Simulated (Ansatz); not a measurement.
An Ansatz (a quantum-chemistry and plane-wave program) run: GaAs with a change (uniaxial strain ε_zz = +1.00 %); r2SCAN/PAW in Ansatz, without spin-orbit coupling.

Input:

Ansatz 0.2 input:
```yaml
crystal:
  lattice:
    - [0, 2.8333473177, 2.8616807909]
    - [2.8333473177, 0, 2.8616807909]
    - [2.8333473177, 2.8333473177, 0]
  atoms:
    - { symbol: Ga, position: [0, 0, 0] }
    - { symbol: As, position: [0.25, 0.25, 0.25] }
basis: { ecutwfc: 500, ecutrho_ratio: 4, xc_grid: 4, fft_grid_basis: typed }
kpoints: { mp_grid: { grid: [10, 10, 10] } }
hamiltonian:
  xc: r2scan
  dispersion: none
  pseudopotentials: { kind: paw }
scf: { occupations: { method: fermi_dirac, width: 0.05 }, convergence: { dr2_threshold: 0.0000000002 } }
relax: { f_tol: 0.005, max_steps: 50 }
output: { forces: true, stress: true }
checkpoint: { write: state.ck, write_every: 1000 }
```

Output:

```
Relaxation: its limit of steps is 50 (relax.max_steps)
WARN ansatz: RAYON_NUM_THREADS=1 ignored (pool sized by the plan → 1); use --threads N
Pseudopotentials: kind: paw
Pseudopotential: Ga, paw, valence charge 13
Pseudopotential: As, paw, valence charge 15
Functional definition: r2SCAN
Crystal: 2 atoms, lattice volume = 45.946 Å³
Basis set: ecut = 500 eV, 1195 PW (Γ), exchange–correlation on 120×120×120 points (64 copies of the dense FFT grid, shifted against one another)
Bands: 18, of which v1, the nominal top of the filled ones, is band 14 counted from 1 (13 counted from 0)
Symmetry: 8 space group operations
Space group: I-4m2 (ITA 119), of the structure as read, at distance tolerance 3.6e-5 Å
k-points: 102 of 1000 (time reversal used)
PAW frozen core: Ga, regenerated for the run's functional
PAW frozen core: As, regenerated for the run's functional
Initial density: superposition of atomic densities (neutral atoms: chi_scale 0, normalization atom), corrected by the library's trained network
Initial wavefunctions: pseudopotential atomic-orbital guess
Eigensolver: davidson
Functional: x = r2scan, c = r2scan; τ floored in thin density (d = 2e-4 eV/Å³)
SCF iter   1: F=—  HF=-8655.747300 eV  |F-HF|=—  |Δ(HF+E_count)|=         —  Δρ=7.89e-3  dr2=1.08e-2  dr2_τ=4.12e-3  ethr=1.77e-3  ⟨swp⟩=5.7  Hψ=9045  notcnv=0
all-band conjugate gradients solve this SCF's bands
preconditioner: auto → none
SCF iter   2: F=—  HF=-8655.755901 eV  |F-HF|=—  |Δ(HF+E_count)|=   8.60e-3  Δρ=1.63e-3  dr2=1.44e-3  dr2_τ=3.57e-5  ethr=3.85e-5  ⟨swp⟩=2.0  Hψ=4488  notcnv=0
SCF iter   3: F=—  HF=-8655.755491 eV  |F-HF|=—  |Δ(HF+E_count)|=   4.10e-4  Δρ=1.51e-3  dr2=3.91e-4  dr2_τ=3.34e-6  ethr=5.15e-6  ⟨swp⟩=2.0  Hψ=2754  notcnv=0
SCF iter   4: F=—  HF=-8655.755677 eV  |F-HF|=—  |Δ(HF+E_count)|=   1.86e-4  Δρ=2.95e-4  dr2=2.49e-5  dr2_τ=4.71e-7  ethr=1.40e-6  ⟨swp⟩=3.0  Hψ=3388  notcnv=0
SCF iter   5: F=—  HF=-8655.755668 eV  |F-HF|=—  |Δ(HF+E_count)|=   9.04e-6  Δρ=4.84e-5  dr2=1.28e-6  dr2_τ=1.23e-8  ethr=8.90e-8  ⟨swp⟩=2.0  Hψ=3264  notcnv=0
SCF iter   6: F=—  HF=-8655.755669 eV  |F-HF|=—  |Δ(HF+E_count)|=   1.14e-6  Δρ=1.32e-5  dr2=9.09e-8  dr2_τ=2.24e-9  ethr=4.58e-9  ⟨swp⟩=2.2  Hψ=3026  notcnv=0
SCF iter   7: F=—  HF=-8655.755669 eV  |F-HF|=—  |Δ(HF+E_count)|=   1.75e-9  Δρ=3.25e-6  dr2=6.15e-9  dr2_τ=5.21e-11  ethr=3.25e-10  ⟨swp⟩=2.0  Hψ=2221  notcnv=0
SCF iter   8: F=-8655.755669 eV  HF=-8655.755669 eV  |F-HF|=2.73e-11  |Δ(HF+E_count)|=  9.37e-10  Δρ=2.89e-7  dr2=1.80e-11  dr2_τ=9.71e-13  ethr=1.00e-12  ⟨swp⟩=3.0  Hψ=7618  notcnv=0
SCF 1 converged in 8 iterations: F = -8655.755669 eV  dr2 = 1.80e-11
relax step   1: F+E_penalty+E_count = -8655.75566931 eV  Δ(F+E_penalty+E_count) = +0.000e0 eV  max|allowed force component| = 5.898e-17 eV/Å  Δτ_max = 0.0000 Å  (8 SCF iters, accepted)
Crystal: 2 atoms, lattice volume = 45.946 Å³
Initial density: handed on by an earlier stage of this run
Initial wavefunctions: those handed on with the density
iter 1 solved again at ethr=1.00e-12 eV; its pass at ethr=3.10e-3 eV (dr2=1.85e-11 eV) is discarded
SCF iter   1: F=—  HF=-8655.755669 eV  |F-HF|=—  |Δ(HF+E_count)|=         —  Δρ=2.90e-7  dr2=1.81e-11  dr2_τ=9.72e-13  ethr=1.00e-12  ⟨swp⟩=2.3  Hψ=9111  notcnv=0
preconditioner: auto → none
SCF iter   2: F=-8655.755669 eV  HF=-8655.755669 eV  |F-HF|=1.09e-11  |Δ(HF+E_count)|=  2.18e-11  Δρ=1.43e-7  dr2=3.92e-12  dr2_τ=2.32e-13  ethr=1.00e-12  ⟨swp⟩=3.8  Hψ=5232  notcnv=0
SCF 2 converged in 2 iterations: F = -8655.755669 eV  dr2 = 3.92e-12
the relaxation is at rest under the 8 symmetry operations that the run kept from its start: a minimum is not shown …
SCF converged after 2 iterations
Free energy (F): -8655.755669 eV
Harris-Foulkes:  -8655.755669 eV  (|F-HF|=1.09e-11)
Internal energy: -8655.755669 eV  (E = F + TS)
E sigma→0 (E₀):  -8655.755669 eV
Entropy (-TS):   -0.000001 eV (-0.000 meV/atom)
Fermi energy:    8.186869 eV
--- Per-component energies (eV) ---
  E_band       = -336.605380
  E_kinetic    = 218.130690
  E_local      = -3943.549266  (includes V_loc(G=0)·N_el)
  E_nonlocal   = -242.888890
  E_hartree    = 1986.770399
  E_xc         = -136.387252
  E_vxc        = -143.609920  (∫ρ·V_xc dr)
  E_paw        = -3852.057201  (= ΣΔE_a)
  E_vpaw       = -205.737351  (= ΣTr[D̂ρ^β])
  E_aug_tail   = -0.000043  (compensation charges beyond the density's cutoff)
  E_vtau       = 7.508629  (kinetic-family band-sum trace: ∫τ·v_τ [+ j·A + Jᵃ·Aᵃ] dr)
  E_ewald      = -2683.663628
  E_core_change = -2.110478  (= ΣΔE_core)
  E_smearing   = -0.000001  (= −TS)
  E_closure    = 0.000000  (closes the sum)
  Σ components = -8655.755669   (vs F -8655.755669, Δ=0.00e0)
  [band-id]    e_kinetic+e_local+e_nonlocal+2·e_hartree+e_vxc+e_vpaw+e_augmentation_tail+e_vtau = -336.605354   (vs E_band -336.605380, Δ=2.67e-5)
--- Forces (eV/Å), atoms counted from 1 ---
  atom   1  Ga     0.00000000     0.00000000     0.00000000
  atom   2  As    -0.00000000     0.00000000    -0.00000000
  max |Σ_I F_I| component: 1.04e-16 eV/Å
--- Stress (GPa, compression-positive) ---
       -0.476015       0.000000       0.000000
        0.000000      -0.476015       0.000000
       -0.000000       0.000000      -1.154797
  P = ⅓ Tr σ = -0.7023 GPa (-7.023 kbar)
  The stress holds the Pulay correction. Without it, at fixed plane waves, as pw.x and ABINIT print it: P = -0.7409 GPa
  The stress includes an estimate of the error left by incomplete SCF convergence (largest component -0.0000 GPa).
--- Band table ---
  band table: none
--- Relaxed structure (1 steps of the walk, 1 accepted, 0 SCFs on fresh bases) ---
  F+E_penalty+E_count = -8655.75566931 eV   max|allowed force component| = 5.898e-17 eV/Å
  atoms:
    - { symbol: Ga, position: [0.0, 0.0, 0.0] }
    - { symbol: As, position: [0.25, 0.25, 0.25] }
```

No phonon test of stability was made. The cell was made from GaAs in the zinc blende structure (space group F-43m, No. 216) by this change: uniaxial strain ε_zz = +1.00 %.
